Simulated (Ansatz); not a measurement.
## The (31-42) surface of hcp Sc in its 1x1 cell, outermost plane spacing 0.25 Å in the ideal cut (one of several cuts of this face)

Computed with PBE (plane waves to 420 eV, PAW; Ansatz, a program for electronic structure).

Set-up: 28 atoms, 10.2 Å thick at the start (thin: gaps and levels are the slab's own); mesh 5x5x1; 0.1 eV smearing; dipole correction on; all atoms relaxed; held to the start's symmetry, so lower structures may exist; no spin, no spin-orbit, no U.

* **surface energy (mean of both faces)**: 1.30 J/m²
* **surface energy before relaxation**: 1.37 J/m²
* **work function of the top face**: 3.15 eV
* **energy released by relaxation**: 0.54 eV
* **cost**: roughly 30 core-minutes
